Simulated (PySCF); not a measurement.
PySCF 2.14.0, B3LYP/def2-svpd, df: Cr(NH)(S)(F)(OSiH3) ([NH]=[Cr]([F])(=[S])[O][SiH3]), 10 atoms. The geometry is a generated start, not checked to be a minimum at this level.

```yaml
task: energy
method: b3lyp
basis: def2-svpd
two_electron_scheme: density fitting
mol.max_memory: 3000 MB
mf.max_cycle: 100
mf.init_guess: minao (default)
mf.DIIS: CDIIS (default)
mf.diis_space: 8 (default)
mf.conv_tol: 1e-09 (default)
mf.grids.level: 3 (default)
basis_functions: 183
grid_points: 140448
```

```xyz
10

Cr    -1.3233     0.0935     0.1648
N     -1.8988    -1.2204    -0.6141
H     -2.2675    -2.0739    -1.0140
S     -1.6344    -0.2385     2.1847
F     -2.2722     1.4783    -0.1888
O      0.3603     0.2698     0.0005
Si     1.9812     0.3963    -0.1118
H      2.4145     1.0189     1.1435
H      2.1849     1.2552    -1.2817
H      2.4554    -0.9791    -0.2831
```

Charge 0 and multiplicity 1 are set for this test and not shown to be the ground state.

One run each on 2 threads, 1 BLAS thread. Values of level_shift (Hartree) tried: 0 (default), 0.1, 0.3, 1.

Task: Predict the course of the Fock builds along this series.

Result: Fewest Fock builds, within one of each other: 0 (default) with 19, 0.1 with 20. The count rises to 72 at 1. All converge to one solution.

| level_shift (Hartree) | Fock builds | end |
|---|---|---|
| 0 (default) | 19 | same solution |
| 0.1 | 20 | same solution |
| 0.3 | 25 | same solution |
| 1 | 72 | same solution |
